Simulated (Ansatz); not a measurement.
The starting structures come from a database of crystals and need not be the phases stable at ambient conditions.

Input:

```
BaSnS3
1.0
    3.96019     0.00000     0.00000
    0.00000     8.60847     0.00000
    0.00000     0.00000    14.69782
Ba Sn S
4 4 12
Direct
  0.25000   0.07653   0.17388
  0.75000   0.92347   0.82612
  0.75000   0.42347   0.67388
  0.25000   0.57653   0.32612
  0.75000   0.16722   0.44359
  0.25000   0.83278   0.55641
  0.25000   0.33278   0.94359
  0.75000   0.66722   0.05641
  0.75000   0.16329   0.00235
  0.25000   0.83671   0.99765
  0.25000   0.33671   0.50235
  0.75000   0.66329   0.49765
  0.75000   0.52750   0.90020
  0.25000   0.47250   0.09980
  0.25000   0.97250   0.40020
  0.75000   0.02750   0.59980
  0.75000   0.78743   0.20785
  0.25000   0.21257   0.79215
  0.25000   0.71257   0.70785
  0.75000   0.28743   0.29215
```

Space group of this cell: Pnma. The cell is taken as given.

Transport runs along the normal of the first two printed cell vectors.

No gap correction and no spin-orbit coupling; mid-gap values are interpolated between computed energies.

Problem. Estimate the band gap and the smallest decay constant κ at mid-gap that r2SCAN (Ansatz, a first-principles code) returns for this system.

Solution. Gap 1.21 eV on a 8×4×2 mesh; κ = 0.184 1/Å, at the zone centre.
